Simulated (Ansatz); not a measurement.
Take SrTiO₃ in the cubic perovskite structure (space group Pm-3m, No. 221; a = 3.8911 Å) as the base. Axes: x, y, z lie along the cube axes.

Level of theory: PBEsol/PAW in Ansatz (a first-principles code), without spin-orbit coupling.

A first run, uniaxial strain ε_xx = −1.09 %, gives secant values C11 ≈ 370 GPa and C12 ≈ 110 GPa from its stress. A second run applies isotropic strain −0.99 %.

Q: What does linear elasticity predict for the bulk modulus −ΔP/(ΔV/V₀) in the second run, and what does the run give?

A: Linear elasticity: (C11 + 2 C12)/3 = 200 GPa. The run gives 200 GPa; any difference comes from nonlinear terms at these strains and numerical noise.

Whether these cells are dynamically stable was not tested. The final runs are not spin-polarised. Many cubic perovskites are stable only at high temperature; tilts and polar distortions were not tested.
